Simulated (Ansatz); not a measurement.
The starting structures come from a database of crystals and need not be the phases stable at ambient conditions.

 Where the default PAW files enter, the runs use the earlier of Ansatz's two default sets.

Here is the system:

```
LaScO3
1.0
    5.68506     0.00000     0.00000
    0.00000     5.80353     0.00000
    0.00000     0.00000     8.10226
La Sc O
4 4 12
Direct
  0.98854   0.04462   0.25000
  0.01146   0.95538   0.75000
  0.48854   0.45538   0.75000
  0.51146   0.54462   0.25000
  0.00000   0.50000   0.00000
  0.50000   0.00000   0.00000
  0.50000   0.00000   0.50000
  0.00000   0.50000   0.50000
  0.10052   0.46623   0.25000
  0.89948   0.53377   0.75000
  0.60052   0.03377   0.75000
  0.39948   0.96623   0.25000
  0.29638   0.70372   0.94648
  0.70362   0.29628   0.05352
  0.79638   0.79628   0.05352
  0.20362   0.20372   0.94648
  0.20362   0.20372   0.55352
  0.79638   0.79628   0.44648
  0.70362   0.29628   0.44648
  0.29638   0.70372   0.55352
```

Space group of this cell: Pnma. The cell is taken as given; by PBEsol its mean pressure is -3.7 GPa.

The current runs along the normal of the first two printed vectors. All runs by Ansatz (a program for electronic structure), plane waves and PAW, without spin-orbit coupling; the base is PBEsol.

| run | mean pressure (GPa) | gap (eV) | mid-gap κ (1/Å) |
|---|---|---|---|
| base | -3.7 | 3.89 | 0.348 |
| all lengths scaled by 0.98 | 7.1 | 4.01 | 0.359 |
| all lengths scaled by 1.02 | -11.8 | 3.76 | 0.337 |
| lda in place of pbesol | -8.2 | … | … |
| lengths across the current scaled by 0.98, ions clamped | 3.4 | 3.98 | 0.360 |
| lengths across the current scaled by 1.02, ions clamped | -9.4 | 3.74 | 0.339 |
| lengths along the current scaled by 0.97, ions clamped | 1.3 | … | 0.348 |
| lengths along the current scaled by 1.03, ions clamped | -7.7 | … | 0.348 |

Question: Some entries are withheld; supply them.

Answer: 
- lda in place of pbesol, gap (eV): 3.83
- lda in place of pbesol, mid-gap κ (1/Å): 0.347
- lengths along the current scaled by 0.97, ions clamped, gap (eV): 3.85
- lengths along the current scaled by 1.03, ions clamped, gap (eV): 3.83
